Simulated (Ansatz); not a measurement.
## Band edges of CsPbCl$_{3}$ (Pm-3m) under uniaxial stress along [001]

Cell and atoms are relaxed with PBEsol to each stress (compression positive); bands and masses by PBEsol with spin-orbit coupling, rigid bands (plane waves, PAW; Ansatz, a first-principles code). Strains are changes of length against the unloaded cell.

```yaml
crystal:
  lattice:
    - [5.61822, 0.00000, 0.00000]
    - [0.00000, 5.61822, 0.00000]
    - [0.00000, 0.00000, 5.61822]
  atoms:
    - { symbol: Cs, position: [0.00000, 0.00000, 0.00000] }
    - { symbol: Pb, position: [0.50000, 0.50000, 0.50000] }
    - { symbol: Cl, position: [0.00000, 0.50000, 0.50000] }
    - { symbol: Cl, position: [0.50000, 0.00000, 0.50000] }
    - { symbol: Cl, position: [0.50000, 0.50000, 0.00000] }
```

```
stress (GPa)  strain [001] (%)  strain [100] (%)  gap (eV)  mₑ* [001]  mₑ* [100]  mₕ* [001]  mₕ* [100]
------------  ----------------  ----------------  --------  ---------  ---------  ---------  ---------
-2.00                     4.58             -0.50     0.719      0.182      0.187       0.22      0.149
-1.00                     1.97             -0.22     0.673      0.172      0.175      0.173      0.148
0                            0                 0     0.617      0.164      0.164      0.146      0.146
1.00                     -1.58              0.21     0.558      0.157      0.155      0.126      0.142
2.00                     -2.94              0.38     0.492      0.150      0.146      0.111      0.137
```

[001] is the direction of the load; [010] strains as [100]. Masses are conductivity masses at 300 K in electron masses.

Q: From the two loads next to zero, find the Young modulus and the ratio of transverse to axial strain.

A: Between -1.00 and 1.00 GPa the strain along [001] changes by -3.55 % and that along [100] by 0.43 %. The modulus is 2.00/0.0355 = 56 GPa and the ratio of the strains 0.12 (PBEsol, atoms relaxed). Along [001] C₁₁ = E(1 − ν)/((1 + ν)(1 − 2ν)) and C₁₂ = C₁₁ν/(1 − ν), which gives C₁₁ ≈ 58 GPa and C₁₂ ≈ 8.0 GPa.

Q: Is the response still linear at the largest tension?

A: The modulus predicts 3.55 % at -2.00 GPa; the table has 4.58 %, so the crystal is softer there.

Q: How fast does the gap move on either side of zero load?

A: Under tension, (0.673 − 0.617) eV over -1.00 GPa = -56 meV/GPa, or about 2.8 eV per unit strain; under compression, (0.558 − 0.617) eV over 1.00 GPa = -59 meV/GPa, or about 3.7 eV per unit strain. The two slopes part by 3 meV/GPa; gaps are resolved to about 0.01 eV, which allows 20 meV/GPa, so these rows don't tell them apart.

Q: Take the carrier density and the relaxation time as fixed, so that ρ ∝ m*. What gauge factor (Δρ/ρ)/ε follows for current along [001] at the loads next to zero?

A: holes at -1.00 GPa: (0.173/0.146 − 1)/0.0197 ≈ 9.4; holes at 1.00 GPa: (0.126/0.146 − 1)/-0.0158 ≈ 8.7. These are means over a finite load; the small-strain gauge factor differs, most where the load has already emptied the upper valleys or bands. Carriers and loads whose mass moves by under 12 % aren't resolved and aren't listed. The change of shape, which adds a term of order 1 to 2, and that of the scattering between valleys or bands are left out.

Masses are those of dilute carriers in rigid bands with one relaxation time, without polarons. Third decimals of gaps are kept for the arithmetic. Every relaxation keeps the starting phase (space group P4/mmm under this load), so a transition, a distortion that breaks the symmetry or fracture can't show.

CsPbCl3 (Pm-3m): a high-temperature phase held by its symmetry.
